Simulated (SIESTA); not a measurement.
Band structure of Co2SiGe (P2_1, 8 atoms in the cell).

```xyz
8
Lattice="4.5341 0.0000 0.0000 0.0000 4.5358 0.0000 -0.0569 0.0000 4.5393" Properties=species:S:1:pos:R:3 pbc="T T T"
Co     2.8837     2.8948     2.7415
Co     1.5934     0.6269     1.7978
Co     3.9126     1.6299     0.5341
Co     0.5646     3.8978     4.0052
Si     0.6853     2.9937     1.8719
Si     3.7918     0.7258     2.6674
Ge     1.4838     1.5532     4.1117
Ge     2.9933     3.8211     0.4276
```

Method of the run: LDA PW92, numerical atomic orbitals DZP, PseudoDojo LDA standard norm-conserving potentials (rewritten from UPF to PSML) in SIESTA.

Settings: XC.functional = LDA; XC.authors = PW92; potentials = PseudoDojo LDA standard; PAO.BasisSize = DZP; PAO.EnergyShift = 0.01 Ry; MeshCutoff = 400 Ry; kgrid.MonkhorstPack = 4 4 4; OccupationFunction = FD; ElectronicTemperature = 0.1 eV; MaxSCFIterations = 150; SCF.Mixer.Method = Pulay; SCF.Mixer.Weight = 0.1; SCF.Mixer.History = 8; SCF.DM.Tolerance = 1.0E-04.

The starting cell comes from a database of computed structures (which also holds hypothetical and non-ambient phases and stackings), without a prior relaxation at this level. Spin polarisation is off. Values carry the incompleteness of an atom-centred basis.

Levels in eV from the Fermi level, bands 49 to 54:
```
point     49     50     51     52     53     54
-----  -----  -----  -----  -----  -----  -----
Γ      -0.76  -0.75  -0.14  -0.11  -0.07   1.66
Y      -0.71  -0.65  -0.50  -0.48   0.89   0.89
H      -0.96  -0.96  -0.17  -0.03   0.30   0.41
C      -0.96  -0.96  -0.17  -0.03   0.29   0.41
E      -1.07  -1.07  -0.31  -0.31  -0.28  -0.28
M1     -1.07  -1.07  -0.31  -0.31  -0.28  -0.28
A      -0.96  -0.96  -0.11  -0.11   0.37   0.37
X      -0.71  -0.65  -0.52  -0.46   0.83   0.95
H1     -0.96  -0.96  -0.17  -0.03   0.30   0.41
M      -1.07  -1.07  -0.31  -0.31  -0.28  -0.28
D      -0.96  -0.96  -0.11  -0.11   0.38   0.38
Z      -0.68  -0.68  -0.49  -0.49   0.88   0.88
```

Bands cross the Fermi level along this path, so the cell is metallic at this level.

Higher empty bands are left out: an atom-centred basis made for the valence describes them poorly.
